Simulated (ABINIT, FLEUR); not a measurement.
An ABINIT input for a self-consistent single point of Co₄N (Pm-3m, 5 atoms in the cell) (DFT, PBEsol, plane waves, PAW (JTH v2.0 PBE PAW, files made for PBE)):

```
# Co4N, JTH v2.0 PBE PAW
pp_dirpath "./"
pseudos "Co.GGA_PBE-JTH.xml, N.GGA_PBE-JTH.xml"
acell 7.0099957511 7.0099957511 7.0099957511
rprim
         1.0000000000    0.0000000000    0.0000000000
         0.0000000000    1.0000000000    0.0000000000
         0.0000000000    0.0000000000    1.0000000000
natom 5
ntypat 2
znucl 27 7
typat 1 1 1 1 2
xcart
         1.8547650000    0.0000000000    0.0000000000
         0.0000000000    1.8547650000    0.0000000000
         0.0000000000    0.0000000000    1.8547650000
         1.8547650000    1.8547650000    1.8547650000
         0.0000000000    0.0000000000    0.0000000000
      Angstrom
ecut 30
pawecutdg 60
pawxcdev 0
ixc -116133
nsppol 2
spinat
      0 0 3
      0 0 3
      0 0 3
      0 0 3
      0 0 0
occopt 3
tsmear 0.00367493
nband 54
kptopt 1
ngkpt 9 9 9
nshiftk 1
shiftk 0 0 0
nstep 50
tolvrs 1.0e-10
prtwf 0
prtden 0
enunit 2
```

Task: Give the FLEUR input for the same structure, mesh, smearing and functional.

Result: One input that does it (others would too):

Input of the input generator:

```
Co4N
&input film=f /
3.7095300000 0.0000000000 0.0000000000
0.0000000000 3.7095300000 0.0000000000
0.0000000000 0.0000000000 3.7095300000
1.8897261246
1.0 1.0 1.0

5
27 0.5000000000 0.0000000000 0.0000000000 : 3.00
27 0.0000000000 0.5000000000 0.0000000000 : 3.00
27 0.0000000000 0.0000000000 0.5000000000 : 3.00
27 0.5000000000 0.5000000000 0.5000000000 : 3.00
7 0.0000000000 0.0000000000 0.0000000000 : 0.00

&comp jspins=2 /
&exco xctyp='PBEs' /
&kpt div1=9 div2=9 div3=9 /
&end /
```

```xml
<?xml version="1.0" encoding="UTF-8" standalone="no"?>
<fleurInput fleurInputVersion="0.39">
   <comment>
      Co4N                                                                                                
   </comment>
   <calculationSetup>
      <cutoffs Kmax="4.7" Gmax="14.1" GmaxXC="14.1" numbands="0"/>
      <scfLoop itmax="80" minDistance="0.00001" maxIterBroyd="99" imix="Anderson" alpha="0.05" precondParam="0.0" spinf="2.0"/>
      <coreElectrons ctail="T" frcor="F" kcrel="0" coretail_lmax="0"/>
      <xcFunctional name="PBEs" relativisticCorrections="F"/>
      <magnetism jspins="2"/>
      <soc l_soc="F" theta="0.0" phi="0.0" spav="F"/>
      <expertModes spex="0" secvar="F"/>
      <geometryOptimization l_f="T" forcealpha="1.0" forcemix="BFGS" epsdisp="0.00001" epsforce="0.00001"/>
      <ldaU l_linMix="F" mixParam="0.05" spinf="1.0"/>
   </calculationSetup>
   <cell>
      <bzIntegration valenceElectrons="65.0" mode="hist" fermiSmearingEnergy="0.00367493">
         <kPointListSelection listName="default-1"/>
         <!-- k-points included here -->
         <xi:include xmlns:xi="http://www.w3.org/2001/XInclude" href="kpts.xml"> </xi:include>
      </bzIntegration>
      <!-- symmetry operations included here -->
      <xi:include xmlns:xi="http://www.w3.org/2001/XInclude" href="sym.xml"> </xi:include>
      <bulkLattice scale="1.0">
         <bravaisMatrix>
            <row-1>    7.0099957509874375     0.0000000000000000     0.0000000000000000</row-1>
            <row-2>    0.0000000000000000     7.0099957509874375     0.0000000000000000</row-2>
            <row-3>    0.0000000000000000     0.0000000000000000     7.0099957509874375</row-3>
         </bravaisMatrix>
      </bulkLattice>
   </cell>
   <atomSpecies>
      <species name="Cobalt (Co3.000" element="Co" atomicNumber="27">
         <mtSphere radius="2.09" gridPoints="721" logIncrement="0.017"/>
         <atomicCutoffs lmax="8" lnonsphr="6"/>
         <electronConfig flipSpins="F">
            <coreConfig>(1s1/2) (2s1/2) (2p1/2) (2p3/2) (3s1/2)</coreConfig>
            <valenceConfig>(3p1/2) (3p3/2) (4s1/2) (3d3/2) (3d5/2)</valenceConfig>
            <stateOccupation state="(3d3/2)" spinUp="2.0" spinDown="0.8"/>
            <stateOccupation state="(3d5/2)" spinUp="3.0" spinDown="1.2"/>
         </electronConfig>
         <energyParameters s="4" p="4" d="3" f="4"/>
         <lo type="SCLO" l="1" n="3" eDeriv="0"/>
      </species>
      <species name="Nitrogen (N)" element="N" atomicNumber="7">
         <mtSphere radius="1.18" gridPoints="407" logIncrement="0.025"/>
         <atomicCutoffs lmax="6" lnonsphr="4"/>
         <electronConfig flipSpins="F">
            <coreConfig>(1s1/2)</coreConfig>
            <valenceConfig>(2s1/2) (2p1/2) (2p3/2)</valenceConfig>
            <stateOccupation state="(2p1/2)" spinUp="0.5" spinDown="0.5"/>
            <stateOccupation state="(2p3/2)" spinUp="1" spinDown="1"/>
         </electronConfig>
         <energyParameters s="2" p="2" d="3" f="4"/>
      </species>
   </atomSpecies>
   <atomGroups>
      <atomGroup species="Cobalt (Co3.000">
         <relPos label="                   1">1.000/2.000 .0000000000 .0000000000</relPos>
         <relPos label="                   2">.0000000000 1.000/2.000 .0000000000</relPos>
         <relPos label="                   3">.0000000000 .0000000000 1.000/2.000</relPos>
         <force calculate="T" relaxXYZ="TTT"/>
      </atomGroup>
      <atomGroup species="Cobalt (Co3.000">
         <relPos label="                   4">1.000/2.000 1.000/2.000 1.000/2.000</relPos>
         <force calculate="T" relaxXYZ="TTT"/>
      </atomGroup>
      <atomGroup species="Nitrogen (N)">
         <relPos label="                   5">.0000000000 .0000000000 .0000000000</relPos>
         <force calculate="T" relaxXYZ="TTT"/>
      </atomGroup>
   </atomGroups>
   <output dos="F" band="F" slice="F">
      <checks vchk="F" cdinf="F"/>
      <bandDOS minEnergy="-.5*Htr" maxEnergy="0.5*Htr" sigma="0.015" storeEVData="T"/>
      <vacuumDOS vacdos="F" integ="F" star="F" nstars="0" locx1="0.0" locy1="0.0" locx2="0.0" locy2="0.0" nstm="0" tworkf="0.0"/>
      <unfoldingBand unfoldBand="F" supercellX="1" supercellY="1" supercellZ="1"/>
      <plotting iplot="0" polar="F">
         <plot TwoD="T" vec1="  1.0  0.0  0.0" vec2="  0.0  1.0  0.0" vec3="  0.0  0.0  1.0" zero="  0.0  0.0  0.0" file="plot"/>
      </plotting>
      <chargeDensitySlicing numkpt="0" minEigenval="0.0" maxEigenval="0.0" nnne="0" pallst="F"/>
      <specialOutput eonly="F"/>
      <magneticCircularDichroism mcd="F" energyLo="-10.0" energyUp="0.0"/>
   </output>
  <!-- We include the file relax.xml here to enable relaxations (see documentation) -->
  <xi:include xmlns:xi="http://www.w3.org/2001/XInclude" href="relax.xml"> <xi:fallback/> </xi:include>
</fleurInput>
```

Basis, cutoffs, solver keys and any potentials are the target program's own. This input uses DFT, PBEsol, all-electron FLAPW (FLEUR), scalar-relativistic valence. Both were run: size of the net moment 1.24 μB/atom in ABINIT and 1.24 in FLEUR.

On FLEUR: the starting cell comes from a database of computed structures (which also holds hypothetical and non-ambient phases and stackings), without a prior relaxation at this level. The magnetic order is the one reached from the typed start; others were not searched systematically. Values depend on the basis (sphere radii, cutoffs, local orbitals), which need not be converged.

On ABINIT: the starting cell comes from a database of computed structures (which also holds hypothetical and non-ambient phases and stackings), without a prior relaxation at this level. The magnetic order is the one reached from the typed start; others were not searched systematically. The potentials were made for another functional than the one used. With a pressure of about -7 GPa the cell is away from its equilibrium volume at this level.
